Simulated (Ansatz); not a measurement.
Consider BP in the zinc blende structure (space group F-43m, No. 216; a = 4.548 Å).

Level of theory: PBE (Ansatz, a first-principles code), scalar-relativistic without spin-orbit coupling.

Base values:

* **Smallest direct gap**: 3.39 eV
* **Pressure**: 0.01 GPa
* **Band gap**: 1.25 eV
* **Width of the top valence band**: 5.43 eV

Modification: an isotropic linear strain of −2.50 %, atoms relaxed at fixed cell.

**Question.** Estimate the effect on the smallest direct gap, pressure, band gap, energy relative to the base and width of the top valence band.

**Answer.** The smallest direct gap goes up by 0.123 eV to 3.52 eV; the pressure goes up by 14.206 GPa to 14.21 GPa; the band gap falls by 0.11 eV, from 1.25 eV to 1.14 eV; the energy goes up by 36 meV/atom; the width of the top valence band increases by 0.45 eV to 5.88 eV.

No phonon test of stability was made.
